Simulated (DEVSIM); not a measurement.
Device: Pd/Si3N4/p-Ge capacitor, at 300 K.

Layer 1 from the left is Si3N4, thickness (nm) 23.0. Layer 2 from the left is Ge, thickness (nm) 14000, Na (cm⁻³) 1.7e15.

Metal gate on the left, work function 5.2 eV. Fixed charge at the semiconductor interface -3.3e11 cm⁻² (in units of +e); interface traps 1e12 cm⁻² eV⁻¹, uniform in energy, neutral level at 0.3 of the gap above the valence band.

The device is made up for the run: typed textbook-type constants, with dimensions and the other settings drawn at random. Values at 300 K.

Si3N4: gap (eV) 5.1, affinity (eV) 2.1, permittivity 7.5. Ge: gap (eV) 0.664, affinity (eV) 4, permittivity 16, Nc (cm⁻³) 1.04e19, Nv (cm⁻³) 6e18.

DEVSIM, 1D Poisson equation in equilibrium, Boltzmann statistics, complete ionisation; no quantum confinement or tunnelling. Metal contacts follow the ideal Schottky-Mott rule: no Fermi-level pinning, no interface dipoles.

Task: What does the simulation give for the flat-band voltage, the threshold voltage (band bending 2φF), the minimum of the low-frequency capacitance?

Result: flat-band voltage 0.94 V; threshold voltage (band bending 2φF) 1.34 V; minimum of the low-frequency capacitance 0.118 μF/cm².
